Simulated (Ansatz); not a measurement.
The parent structure is Ga2O3 (space group C2/m, No. 12; a = 12.455 Å, b = 3.083 Å, c = 5.878 Å, α = γ = 90.00°, β = 103.70°).

(Cell as relaxed with PBE.)

Levels (all Ansatz, a quantum-chemistry and plane-wave program, PAW): PBE (420 eV, scalar-relativistic without spin-orbit coupling); r2SCAN (500 eV, no spin-orbit coupling).

Each level relaxes its own structure.

```json
[
 {"base": "volume per atom", "PBE": "10.97 Å³", "r2SCAN": "10.50 Å³"},
 {"base": "band gap", "PBE": "2.01 eV", "r2SCAN": "3.02 eV"}
]
```

It is then changed as follows: hydrostatic tension (pressure −2 GPa).

```tsv
quantity	PBE	r2SCAN
band gap	1.91 eV	?
smallest direct gap	1.93 eV	?
shift of the gap caused by the change	-0.10 eV	?
volume per atom	11.11 Å³	?
gap character	indirect, k = (0.455, -0.455, -1/2) in the run's primitive reciprocal basis → Γ	?
```

**Question.** Given the PBE results, estimate those of r2SCAN.

**Answer.** 
- band gap, r2SCAN: 2.93 eV
- smallest direct gap, r2SCAN: 2.96 eV
- shift of the gap caused by the change, r2SCAN: -0.09 eV
- volume per atom, r2SCAN: 10.62 Å³
- gap character, r2SCAN: indirect, k = (0.455, -0.455, -1/2) in the run's primitive reciprocal basis → Γ

PBE's band gap lies 1.02 eV below r2SCAN's; PBE's smallest direct gap lies 1.03 eV below r2SCAN's; PBE's volume per atom lies 0.49 Å³ above r2SCAN's (4.6 %); the two agree on the gap character. Neither level is exact; r2SCAN is the comparison here, not a measurement.

Load acts through the strain it causes; cell and atoms are relaxed under it. Stability against distortions was not tested.
